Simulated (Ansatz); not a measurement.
# CsCl-type CoGa: bulk modulus by level of theory

No measured value is used here.

```
level (code)     value (GPa)  cell (Å³/atom)
---------------  -----------  --------------
LDA (Ansatz)             [?]           11.09
PBE (Ansatz)             [?]           11.96
PBEsol (Ansatz)          201           11.45
r²SCAN (Ansatz)          202           11.50
HSE06 (Ansatz)           204           11.43
PBE0 (Ansatz)            207           11.41
```

Some entries are withheld; supply them.


- LDA (Ansatz, an electronic-structure program), value (GPa): 218
- PBE (Ansatz), value (GPa): 177

The crystal itself was run without spin with LDA, PBE, PBEsol, r²SCAN, HSE06, PBE0. HSE06, PBE0: the run has no spin polarisation, so it can have missed a magnetic state. Each level is taken at its own relaxed cell. Cutoffs and k meshes differ between the levels. Ansatz's density-functional and Hartree–Fock values are scalar-relativistic unless marked +SOC, with PAW data made under PBE.
